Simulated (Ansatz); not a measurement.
**SrHfO3 (Pnma, No. 62)**

The numbers are results of LDA (PAW; Ansatz, a first-principles code), not measurements.

Settings: plane-wave cutoff 500 eV, 8×6×8 k mesh (along the axes of the cell as run), gaussian smearing 0.02 eV, scalar-relativistic PAW data made under PBE.

Cell: relaxed at this level.

```yaml
volume_per_atom: 13.10 Å³/atom
band_gap: 4.13 eV (on the SCF k mesh)
```

Note: the relaxation could not lower the start's symmetry, so the cell can be a saddle point above a distorted one.

Spin–orbit coupling is not included.

Static lattice: no zero-point or thermal effects.
